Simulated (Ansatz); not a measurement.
The starting structures come from a database of crystals and need not be the phases stable at ambient conditions.

 Where the default PAW files enter, the runs use the earlier of Ansatz's two default sets.

Given:

```xyz
2
Lattice="4.0066 0.0000 0.0000 -2.0033 3.4698 0.0000 2.0033 -1.1566 3.2714" Properties=species:S:1:pos:R:3 pbc="T T T"
Mg     0.0000     0.0000     0.0000
S      4.0066     0.0000     2.4536
```

Space group of this cell: F-43m, zinc blende. The cell is taken as given.

Method: r2SCAN (plane waves, PAW; Ansatz, a program for electronic structure).

The current runs along the normal of the first two printed vectors; no spin-orbit coupling. Scaled by the factor s: all lengths (ions clamped). Meshes 10×10×10 and 12×12 across the current in all rows.

```json
[
 {"s": "0.98", "mean pressure (GPa)": "4.0", "band gap (eV)": "4.27"},
 {"s": "1.00", "mean pressure (GPa)": "-0.1", "band gap (eV)": "4.13"},
 {"s": "1.02", "mean pressure (GPa)": "-3.2", "band gap (eV)": "?"}
]
```

Task: Take the slope of the band gap against ln s from the two given rows, extrapolate to s = 1.02, and say what the run there gives.

Result: Slope = (4.27 − 4.13) / ln 0.98 = -6.93 eV. The line gives 4.13 + (-6.93) × ln 1.02 = 3.99 eV. The run gives 3.83 eV, 0.16 eV under the line, 119 % of the predicted step.
